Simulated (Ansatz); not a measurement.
H2O on the 1x1 (110) surface of bcc W, one in a 2x2 cell, energies for each (28.7 Å²). Energies are against H2O(g), without zero-point or thermal terms; each row is named by its start.

Calculation: PBE (plane waves to 420 eV, PAW; Ansatz, a program for electronic structure).

Slab: 19 atoms, 6.6 Å thick at the start under the adsorbate (thin: gaps and levels are the slab's own); k 6x6x1, smearing 0.1 eV, dipole-corrected; 8 atoms held, the rest relaxed; each run with such symmetry as its start has; no spin, no spin-orbit, no U, no dispersion correction.

A negative adsorption energy means that the adsorbate is more stable on the surface than in its reference. Starts that drift may end in the same place. Heights count from the host atoms within 0.3 Å of the top one.

| starting site | E_ads (eV) | height (Å) | nearest host atom (Å) | bonded to | Δ work function (eV) | lateral drift (Å) |
|---|---|---|---|---|---|---|
| top W | -0.52 | 2.41 | W 2.34 | W | -1.19 | 0.1 |
| hollow W-W-W | -0.52 | 2.41 | W 2.34 | W | -1.22 | 1.6 |
| bridge W-W (span 2.8 Å) | -0.52 | 2.41 | W 2.33 | W | -1.23 | 1.3 |
| bridge W-W (span 3.2 Å) | -0.52 | 2.41 | W 2.34 | W | -1.21 | 1.5 |
